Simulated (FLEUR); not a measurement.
Input and output of a self-consistent single point for BaSn3Pd (I4mm, 5 atoms in the cell) (FLEUR).

Computed with LDA (Perdew-Zunger), all-electron FLAPW (FLEUR), scalar-relativistic valence.

The change in words: lattice scaled by 0.98. Reference geometry:
```xyz
5
Lattice="-2.4684 2.4684 5.6351 2.4684 -2.4684 5.6351 2.4684 2.4684 -5.6351" Properties=species:S:1:pos:R:3 pbc="T T T"
Ba     0.0000     0.0000    11.2701
Sn     2.4684     0.0000     2.8124
Sn     0.0000     2.4684     2.8124
Sn     0.0000     0.0000     4.6496
Pd     0.0000     0.0000     7.3299
```

Reference input (self-consistent single point, DFT, LDA (Perdew-Zunger), all-electron FLAPW (FLEUR), scalar-relativistic valence): Kmax = 4.2 1/bohr; GmaxXC = 12.6 1/bohr; xcFunctional = pz; jspins = 1; l_soc = F; mode = hist; fermiSmearingEnergy = 0.00183747 Htr; mesh (inpgen div1-3) = 5 5 5; inpgen gamma flag = false; Gmax = 12.6 1/bohr; numbands = 0; maxIterBroyd = 15. This run's input differs from it in these lines:

```diff
@@ -3,5 +3,5 @@
 &input film=f /
--4.6645527229 4.6645527229 10.6488240308
-4.6645527229 -4.6645527229 10.6488240308
-4.6645527229 4.6645527229 -10.6488240308
+-4.5712607236 4.5712607236 10.4358481171
+4.5712607236 -4.5712607236 10.4358481171
+4.5712607236 4.5712607236 -10.4358481171
 1.0
@@ -47,5 +47,5 @@
          <bravaisMatrix>
-            <row-1>   -4.6645527228999999     4.6645527228999999    10.6488240308000002</row-1>
-            <row-2>    4.6645527228999999    -4.6645527228999999    10.6488240308000002</row-2>
-            <row-3>    4.6645527228999999     4.6645527228999999   -10.6488240308000002</row-3>
+            <row-1>   -4.5712607236000000     4.5712607236000000    10.4358481171000008</row-1>
+            <row-2>    4.5712607236000000    -4.5712607236000000    10.4358481171000008</row-2>
+            <row-3>    4.5712607236000000     4.5712607236000000   -10.4358481171000008</row-3>
          </bravaisMatrix>
```

Log, with long lists cut:

```
 Iteration:     1   Distance:       5.69901947 me/bohr^3
 Iteration:     2   Distance:       5.10455479 me/bohr^3
 Iteration:     3   Distance:       2.48852576 me/bohr^3
 Iteration:     4   Distance:       1.26317930 me/bohr^3
 Iteration:     5   Distance:       0.76474853 me/bohr^3
   [... 11 lines left out ...]
 Iteration:    17   Distance:       0.00008840 me/bohr^3
 Iteration:    18   Distance:       0.00003053 me/bohr^3
 Iteration:    19   Distance:       0.00001377 me/bohr^3
 Iteration:    20   Distance:       0.00000311 me/bohr^3
 Reset of history
 Run finished successfully
 Stop message:
   Structural relaxation: new displacements generated

[file out, last iteration]
             iter=     21
[...]
          total density-effective poten   -5.2620784715E+04
          total charge density-energy d   -8.1161983248E+02
 Updated energy parameters for spin:           1
[...]
 fermi energy and band-weighting factors:

[...]
FERMIE:
          first approx. to ef    (T=0)  :   0.333767 htr   (energy of the highest occ. eigenvalue)
          number of occ. states  (T=0)  :        610
          first approx. to seigv (T=0)  : -20.130996 htr
          sum of weights of occ. states :  34.024000
          sum of semicore charge        :   0.000000 e
FERHIS:  Fermi-Energy by histogram:
          bandgap                     :   0.000384 htr
   [... lines left out ...]
          charge neutrality (T=0)     :   0.048000    (zero if the highest occ. eigenvalue is "entirely" occupied)
     EF_NEWTON:  Adjust Fermi-Energy by Newton-Method.
 Direct bandgap for spin            1 :    1.0421762376217225E-002  Htr
 ---->    free energy=                    -31697.0681642806 htr
   [... lines left out ...]
 TOTAL FORCE FOR ATOM TYPE=  2  X=  0.000   Y=  4.571   Z= -5.228
                       FX_TOT= 0.000000 FY_TOT= 0.000000 FZ_TOT=-0.000258
 TOTAL FORCE FOR ATOM TYPE=  3  X=  0.000   Y=  0.000   Z=  8.611
                       FX_TOT= 0.000000 FY_TOT= 0.000000 FZ_TOT= 0.002251
 TOTAL FORCE FOR ATOM TYPE=  4  X=  0.000   Y=  0.000   Z= -7.297
                       FX_TOT= 0.000000 FY_TOT= 0.000000 FZ_TOT=-0.000901
```

The run converged in 20 iterations. FLEUR gives forces in its relaxation mode, with a further iteration, so its stop message speaks of a relaxation. Against the reference run the free energy falls by 22.1 meV/atom.

The starting cell comes from a database of computed structures (which also holds hypothetical and non-ambient phases and stackings), without a prior relaxation at this level. For this run, on top of that: lattice scaled by 0.98. Spin polarisation is off. Values depend on the basis (sphere radii, cutoffs, local orbitals), which need not be converged. The log's line on a gap gives a spacing of levels on this mesh, which the program prints for metals too.

Cost on one core of a shared machine: roughly 6 min.
